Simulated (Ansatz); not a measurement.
Where the default PAW files enter, the runs use the earlier of Ansatz's two default sets.

The decay constant κ of evanescent states in the gap governs leakage through a thin film.

Consider the following.

```xyz
2
Lattice="3.2688 0.0000 0.0000 0.0000 3.2688 0.0000 1.6344 1.6344 2.3114" Properties=species:S:1:pos:R:3 pbc="T T T"
B      0.0000     0.0000     0.0000
P      3.2688     1.6344     1.1557
```

Space group of this cell: F-43m, zinc blende. The cell is strained (all lengths scaled by 1.02); by r2SCAN its mean pressure is -8.6 GPa.

Transport runs along the normal of the first two printed cell vectors, the (001) plane of the conventional cell.

The gap is the functional's own, uncorrected, and κ follows it; spin-orbit coupling is left out. Mid-gap means the computed energy nearest the middle.

### Question
Predict the band gap and the smallest decay constant κ at mid-gap from r2SCAN in Ansatz (a quantum-chemistry and plane-wave program).

### Answer
Gap 1.50 eV on a 14×14×14 mesh; κ = 0.191 1/Å, at the zone centre.
